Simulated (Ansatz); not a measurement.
A computed series for Ag2O: pressure series

The parent structure is Ag$_{2}$O (space group Pn-3m, No. 224).

```xyz
6
Lattice="4.7067 0.0000 0.0000 0.0000 4.7067 0.0000 0.0000 0.0000 4.7067" Properties=species:S:1:pos:R:3 pbc="T T T"
Ag     3.5300     1.1767     3.5300
Ag     1.1767     3.5300     3.5300
Ag     3.5300     3.5300     1.1767
Ag     1.1767     1.1767     1.1767
O      0.0000     0.0000     0.0000
O      2.3534     2.3534     2.3534
```

Cell and atoms are relaxed at each pressure.

The values are results of DFT with PBEsol, PAW potentials and a 420 eV plane-wave cutoff in Ansatz (an electronic-structure program), no spin-orbit coupling, not measurements.

Two rows of this table had their results exchanged by mistake.

```tsv
pressure	volume per atom (Å³)	shortest distance (Å)	band gap
pressure −2 GPa	17.80	2.055	zero
pressure −1 GPa	17.58	2.046	zero
pressure 0.9 GPa	14.19	1.905	0.44 eV
pressure 2.1 GPa	16.99	2.023	zero
pressure 9 GPa	16.00	1.983	0.15 eV
pressure 15 GPa	15.35	1.956	0.24 eV
pressure 22.5 GPa	14.71	1.928	0.35 eV
pressure 30 GPa	17.20	2.031	zero
```

Problem. Which two?

Solution. The rows for pressure 0.9 GPa and pressure 30 GPa: the volume has to fall steadily with pressure, so 17.20 Å³ belongs to pressure 0.9 GPa and 14.19 Å³ to pressure 30 GPa.

The mesh was chosen for an insulator and is coarse for the gapless case. Load acts through the strain it causes; cell and atoms are relaxed under it. Stability against distortions was not tested. Competing high-pressure phases were not computed. No Hubbard U is applied, and correlation can decide whether such a compound is a metal. The final runs are not spin-polarised. Gaps under 0.05 eV, about the width of the smearing, are given as zero. The zero or small gap of Ag2O can change with the level of theory.
